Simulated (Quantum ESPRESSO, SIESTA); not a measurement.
A SIESTA input for a self-consistent single point of Fe3Ge (Fm-3m, 4 atoms in the cell) (DFT, LDA PW92, numerical atomic orbitals DZP, PseudoDojo LDA standard norm-conserving potentials (rewritten from UPF to PSML)):

```
# files in the folder: Fe.psml Ge.psml (PseudoDojo LDA standard)
SystemName  Fe3Ge
SystemLabel fe3ge

NumberOfAtoms                4
NumberOfSpecies              2
%block ChemicalSpeciesLabel
  1 26 Fe
  2 32 Ge
%endblock ChemicalSpeciesLabel
LatticeConstant              1.0 Ang
%block LatticeVectors
     0.000000000    2.813472000    2.813472000
     2.813472000    0.000000000    2.813472000
     2.813472000    2.813472000    0.000000000
%endblock LatticeVectors
AtomicCoordinatesFormat      Fractional
%block AtomicCoordinatesAndAtomicSpecies
     0.500000000    0.500000000    0.500000000  1
     0.250000000    0.250000000    0.250000000  1
     0.750000000    0.750000000    0.750000000  1
     0.000000000    0.000000000    0.000000000  2
%endblock AtomicCoordinatesAndAtomicSpecies

XC.functional                LDA
XC.authors                   PW92
PAO.BasisSize                DZP
PAO.EnergyShift              0.01 Ry
MeshCutoff                   400 Ry
%block kgrid.MonkhorstPack
    9   0   0  0.0
    0   9   0  0.0
    0   0   9  0.0
%endblock kgrid.MonkhorstPack
OccupationFunction           FD
ElectronicTemperature        0.136 eV
Spin                         polarized
%block DM.InitSpin
  1 +4.00
  2 +4.00
  3 +4.00
  4 +0.00
%endblock DM.InitSpin

MaxSCFIterations             150
SCF.Mixer.Method             Pulay
SCF.Mixer.Weight             0.1
SCF.Mixer.History            6
SCF.DM.Tolerance             1.0E-04
Diag.ParallelOverK           true
WriteForces                  true
Charge.Mulliken              end
```

**Question.** Translate this input to Quantum ESPRESSO.

**Answer.** This is the input that was run; spellings and numerical settings could be chosen otherwise.

```fortran
&CONTROL
  calculation = 'scf',
  outdir = './out',
  pseudo_dir = './',
  tprnfor = .true.,
  tstress = .true.,
/
&SYSTEM
  ibrav = 0,
  nat = 4,
  ntyp = 2,
  ecutwfc = 55,
  ecutrho = 330,
  occupations = 'smearing',
  smearing = 'fermi-dirac',
  degauss = 0.0099958,
  nspin = 2,
  starting_magnetization(1) = 0.500,
/
&ELECTRONS
  conv_thr = 1.0e-11,
  mixing_beta = 0.2,
/
ATOMIC_SPECIES
Fe    55.8450  Fe.pz-n-rrkjus_psl.1.0.0.UPF
Ge    72.6300  Ge.pz-n-rrkjus_psl.1.0.0.UPF
CELL_PARAMETERS {angstrom}
   0.0000000000     2.8134720000     2.8134720000
   2.8134720000     0.0000000000     2.8134720000
   2.8134720000     2.8134720000     0.0000000000
ATOMIC_POSITIONS {crystal}
Fe    0.5000000000    0.5000000000    0.5000000000
Fe    0.2500000000    0.2500000000    0.2500000000
Fe    0.7500000000    0.7500000000    0.7500000000
Ge    0.0000000000    0.0000000000    0.0000000000
K_POINTS {automatic}
9 9 9  0 0 0
```

Basis, cutoffs, solver keys and any potentials are the target program's own. This input uses DFT, LDA (PZ), plane waves, PSlibrary ultrasoft (LDA) pseudopotentials. LDA parametrisations can differ slightly between programs. Both were run: pressure -6.79 GPa in SIESTA and -6.29 in Quantum ESPRESSO; size of the net moment 1.26 μB/atom in SIESTA and 1.15 in Quantum ESPRESSO.

On Quantum ESPRESSO: the starting cell comes from a database of computed structures (which also holds hypothetical and non-ambient phases and stackings), without a prior relaxation at this level. Its lattice was rescaled by a random factor within 2.5 % of one. The magnetic order is the one reached from the typed start; others were not searched systematically. With a pressure of about -6 GPa the cell is away from its equilibrium volume at this level.

On SIESTA: the starting cell comes from a database of computed structures (which also holds hypothetical and non-ambient phases and stackings), without a prior relaxation at this level. Its lattice was rescaled by a random factor within 2.5 % of one. The magnetic order is the one reached from the typed start; others were not searched systematically. Values carry the incompleteness of an atom-centred basis. With a pressure of about -7 GPa the cell is away from its equilibrium volume at this level.
